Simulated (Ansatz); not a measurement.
Base system: BeSe in the zinc blende structure (space group F-43m, No. 216; a = 5.129 Å).

Calculations: PBEsol (Ansatz, a first-principles code), no SOC, earlier PAW set.

For the base:

Pressure: 0.00 GPa
Hole mass: 0.23, 0.46, 0.46 mₑ (at Γ)

Modification: every lattice vector is shortened by 1.99 %, atoms relaxed at fixed cell.

How does this affect the pressure, hole mass and mean gap deformation potential ΔEg/Δln V?

The pressure goes from zero to 5.38 GPa; the hole mass (degenerate bands, along [100]) becomes 0.24, 0.43, 0.43 mₑ (at Γ) (base: 0.23, 0.46, 0.46 mₑ (at Γ)); the mean gap deformation potential ΔEg/Δln V is +2.3 eV.

The cells carry an imposed strain or load. Masses are band curvatures over ±0.01 Å⁻¹ around the edge. No phonon test of stability was made.
